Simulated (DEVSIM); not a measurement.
System: abrupt Ge n-p junction, at 300 K.

Layer 1 from the left is Ge, thickness (μm) 1.80, Nd (cm⁻³) 1e16, τn (s) 1.1e-6, τp (s) 1.1e-6. Layer 2 from the left is Ge, thickness (μm) 91.0, Na (cm⁻³) 2.7e16, τn (s) 1.1e-6, τp (s) 1.1e-6.

Left contact: ohmic. Right contact: ohmic. Voltage is applied to the left contact. Recombination: SRH at mid-gap, Auger. Mobility is μmin + (μ − μmin)/(1 + (N/Nref)^α).

This is a model device: material constants are rounded textbook-type values typed into the input, and sizes, dopings and lifetimes were drawn at random. Values at 300 K.

Ge: gap (eV) 0.664, affinity (eV) 4, permittivity 16, Nc (cm⁻³) 1.04e19, Nv (cm⁻³) 6e18, μn (cm²/Vs) 3900, μp (cm²/Vs) 1900, μn,min 150, μp,min 100, Nref,n 2.6e17, Nref,p 4e17, αn 0.56, αp 0.6, Cn (cm⁶/s) 1e-31, Cp (cm⁶/s) 1e-31.

Estimate by hand the built-in potential, the peak field at zero bias, the capacitance at 1.5 V, and compare with a numerical solution.


- Built-in potential: ni = √(Nc Nv) exp(−Eg/2kT) = 2.09e13 cm⁻³ with Eg = 0.664 eV; Vbi = kT/q ln(Na Nd/ni²) = 0.345 V; numerical 0.345 V.
- Peak field at zero bias: depletion approximation: W = √(2εVbi/(qN)) = 0.289 μm with N = 7.30e15 cm⁻³; field = 2Vbi/W = 23900 V/cm; numerical 22100 V/cm (estimate above by 8.1 %).
- Capacitance at 1.5 V: C = √(qεN / 2(Vbi + |V|)) = 21.2 nF/cm²; numerical 21.5 nF/cm² (estimate below by 1.4 %).

Model (solved in DEVSIM): 1D drift-diffusion, Boltzmann statistics, complete ionisation; no tunnelling, impact ionisation, image-force lowering or self-heating.
